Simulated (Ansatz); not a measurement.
An Ansatz (an electronic-structure program) input (DFT with PBE, PAW potentials and a 420 eV plane-wave cutoff in Ansatz, scalar-relativistic without spin-orbit coupling):

Ansatz 0.2 input:
```yaml
crystal:
  lattice:
    - [0, 3.3276823306, 3.3276823306]
    - [3.3276823306, 0, 3.3276823306]
    - [3.3276823306, 3.3276823306, 0]
  atoms:
    - { symbol: Sn, position: [0.25, 0.25, 0.25] }
    - { symbol: Sn, position: [0, 0, 0] }
basis: { ecutwfc: 420, ecutrho_ratio: 4, xc_grid: 2, fft_grid_basis: typed }
kpoints: { mp_grid: { grid: [12, 12, 12] } }
hamiltonian:
  xc: pbe
  dispersion: none
  pseudopotentials: { kind: paw }
scf: { occupations: { method: fermi_dirac, width: 0.05 }, convergence: { dr2_threshold: 0.0000000002 } }
output: { forces: true, stress: true }
```

Question: Which symmetry and how many k-points will the program report, and about how many plane waves at Γ?

Answer: Space group Fd-3m (ITA 227) with 48 operations, k-points 72 of 1728, and 1459 plane waves at Γ.

Whether these cells are dynamically stable was not tested. The cell is Sn in the diamond structure (space group Fd-3m, No. 227).
